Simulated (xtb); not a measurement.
xtb 6.7.1, GFN2-xTB: Cc1cc(-c2ccc3c(c2)oc2cc(-c4cc5cc6sc([Si](C)(C)C)cc6cc5s4)ccc23)sc1C(C)(C)C, 71 atoms. The geometry is a generated start, not checked to be a minimum at this level.

```json
{
 "run_flags": "--grad",
 "method": "GFN2-xTB",
 "--acc": "1 (default)",
 "--etemp (K)": "300 (default)",
 "basis_functions": "212",
 "valence_electrons": "196"
}
```

One run each on 1 thread. Values of broydamp tried: 0.02, 0.05, 0.1, 0.2, 0.4 (default), 0.6, 0.8, 1.

Question: How does the count of SCC iterations change with broydamp, and where is it least?

Answer: Fewest SCC iterations, within one of each other: 0.2 with 15, 0.4 (default) with 14, 0.6 with 15, 0.8 with 15. The count rises to 22 at 0.02. All converge to one solution.

```json
[
 {"broydamp": "0.02", "SCC iterations": "22", "end": "same solution"},
 {"broydamp": "0.05", "SCC iterations": "20", "end": "same solution"},
 {"broydamp": "0.1", "SCC iterations": "18", "end": "same solution"},
 {"broydamp": "0.2", "SCC iterations": "15", "end": "same solution"},
 {"broydamp": "0.4 (default)", "SCC iterations": "14", "end": "same solution"},
 {"broydamp": "0.6", "SCC iterations": "15", "end": "same solution"},
 {"broydamp": "0.8", "SCC iterations": "15", "end": "same solution"},
 {"broydamp": "1", "SCC iterations": "17", "end": "same solution"}
]
```
